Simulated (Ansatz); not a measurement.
Functionals compared on NH3 on the 1x1 (100) surface of monoclinic ZrO2 (cut with top plane 2 O), one in a 1x1 cell, started at the site 'over Zr at depth 1.1 Å', in Ansatz (plane waves, PAW). The structure was relaxed with PBE; the other rows are single points on it, each with its references at the same level. Cutoff 420 eV (500 eV for r2SCAN). HSE06 used the coarser mesh 3x3x1.

Host crystal: monoclinic ZrO2, with a band gap (PBE, scalar-relativistic without spin-orbit coupling).

Slab: 28 atoms, 9.4 Å thick at the start under the adsorbate (thin: gaps and levels are the slab's own); k 4x4x1, smearing 0.01 eV, dipole-corrected; 12 atoms held, the rest relaxed; no symmetry held; no spin, no spin-orbit, no U, no dispersion correction. At the end it is bonded to Zr. In PBE it is, or lies within 0.03 eV of, the lowest of the starts that converged. These notes are the PBE run's. Adsorption energies are against NH3(g). A negative adsorption energy means that the adsorbate is more stable on the surface than in its reference.

A dash marks a value that is undefined for that row or was read on another mesh.

```
functional  adsorption energy (eV)  gap of the slab on its k-mesh (eV)  highest filled level below the top vacuum level (eV)           rough cost of the single point
----------  ----------------------  ----------------------------------  ----------------------------------------------------  ---------------------------------------
PBE                          -1.24                                3.52                                                  5.24                                        –
RPBE                    (withheld)                          (withheld)                                            (withheld)  about 120 core-seconds (a rough figure)
r2SCAN                       -1.45                                3.96                                                  5.53            around 3 core-minutes (rough)
HSE06                        -1.32                                   –                                                     –             very roughly 40 core-minutes
```

Q: Some entries are withheld; supply them.

A: 
- RPBE, adsorption energy (eV): -0.95
- RPBE, gap of the slab on its k-mesh (eV): 3.58
- RPBE, highest filled level below the top vacuum level (eV): 5.13

Ansatz is a quantum-chemistry and plane-wave program.
